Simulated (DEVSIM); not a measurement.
System: Co/SiON/SiO2/n-Si capacitor, at 300 K.

```csv
layer (left to right),material,thickness (nm),Nd (cm⁻³)
1,SiON,18.0,-
2,SiO2,0.780,-
3,Si,1200,2.3e16
```

Metal gate on the left, work function 5 eV. Fixed charge at the semiconductor interface 1.3e11 cm⁻² (in units of +e); interface traps 4.1e10 cm⁻² eV⁻¹, uniform in energy, neutral level at 0.5 of the gap above the valence band.

Constants are typed, rounded textbook-type inputs, not results; the design itself was drawn at random and stands for no fabricated device. Values at 300 K.

```tsv
parameter	SiON	SiO2	Si
gap (eV)	7	9	1.124
affinity (eV)	1.4	0.9	4.05
permittivity	5.5	3.9	11.7
Nc (cm⁻³)	-	-	2.86e19
Nv (cm⁻³)	-	-	3.1e19
```

Simulated with DEVSIM: 1D Poisson equation in equilibrium, Boltzmann statistics, complete ionisation; no quantum confinement or tunnelling. Metal contacts follow the ideal Schottky-Mott rule: no Fermi-level pinning, no interface dipoles.

Q: Give the band bending (positive: bands bend down) and minority sheet density.

A: 
| Vg (V) | ψs (V) | minority carriers (cm⁻²) |
|---|---|---|
| -2.2 | -0.937 | 2.6e12 |
| -1.6 | -0.917 | 1.7e12 |
| -1 | -0.886 | 7.5e11 |
| -0.4 | -0.769 | 1.5e10 |
| 0.2 | -0.305 | < 1e8 |
| 0.8 | 0.036 | < 1e8 |
| 1.4 | 0.123 | < 1e8 |
| 2 | 0.157 | < 1e8 |
| 2.6 | 0.178 | < 1e8 |
